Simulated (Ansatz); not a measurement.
## Thermal expansion of Re in the hcp (Mg type) structure

Method: quasi-harmonic approximation, Ansatz (a program for electronic structure), LDA functional, plane-wave PAW; phonon mesh 4×4×3, k mesh 16×16×9. Spin-orbit coupling is not included.

```json
[
 {"T (K)": "100", "α_a (10⁻⁶/K)": "4.8", "α_c (10⁻⁶/K)": "2.7", "C_P (J/mol/K)": "18.0", "bulk modulus B_T (GPa)": "400", "γ": "2.36"},
 {"T (K)": "200", "α_a (10⁻⁶/K)": "6.5", "α_c (10⁻⁶/K)": "3.1", "C_P (J/mol/K)": "23.3", "bulk modulus B_T (GPa)": "396", "γ": "2.38"},
 {"T (K)": "300", "α_a (10⁻⁶/K)": "7.1", "α_c (10⁻⁶/K)": "3.0", "C_P (J/mol/K)": "24.8", "bulk modulus B_T (GPa)": "392", "γ": "2.39"},
 {"T (K)": "400", "α_a (10⁻⁶/K)": "7.6", "α_c (10⁻⁶/K)": "2.8", "C_P (J/mol/K)": "25.6", "bulk modulus B_T (GPa)": "387", "γ": "2.40"},
 {"T (K)": "500", "α_a (10⁻⁶/K)": "8.0", "α_c (10⁻⁶/K)": "2.6", "C_P (J/mol/K)": "26.2", "bulk modulus B_T (GPa)": "382", "γ": "2.41"},
 {"T (K)": "600", "α_a (10⁻⁶/K)": "8.3", "α_c (10⁻⁶/K)": "2.4", "C_P (J/mol/K)": "26.6", "bulk modulus B_T (GPa)": "378", "γ": "2.42"},
 {"T (K)": "700", "α_a (10⁻⁶/K)": "8.6", "α_c (10⁻⁶/K)": "2.2", "C_P (J/mol/K)": "27.1", "bulk modulus B_T (GPa)": "373", "γ": "2.43"},
 {"T (K)": "800", "α_a (10⁻⁶/K)": "9.0", "α_c (10⁻⁶/K)": "2.1", "C_P (J/mol/K)": "27.5", "bulk modulus B_T (GPa)": "368", "γ": "2.44"},
 {"T (K)": "900", "α_a (10⁻⁶/K)": "9.3", "α_c (10⁻⁶/K)": "1.9", "C_P (J/mol/K)": "27.9", "bulk modulus B_T (GPa)": "363", "γ": "2.45"}
]
```

| Property | Value |
|---|---|
| conventional lattice constants at 300 K | a = 2.743 Å, c = 4.421 Å |
| entropy at 300 K | 36.6 J/(mol K) |
| adiabatic bulk modulus at 300 K | 396 GPa |
| bulk modulus without vibrations | 405 GPa |
| zero-point volume expansion | 0.18 % |

Computed at 300 K against measurement: linear expansion coefficient 5.76 computed, 6.20 measured 10⁻⁶/K (-7 %; Wikipedia, Thermal expansivities of the elements); lattice constant a 2.743 computed, 2.761 measured Å (-0.7 %; Wikipedia, Rhenium (infobox)); lattice constant c 4.421 computed, 4.458 measured Å (-0.8 %; Wikipedia, Rhenium (infobox)).  

Values include zero-point motion; explicit anharmonicity at fixed volume is left out.

Whether this phase is the stable one at each condition was not tested.

The PAW data sets were generated under PBE and serve the other functionals too.
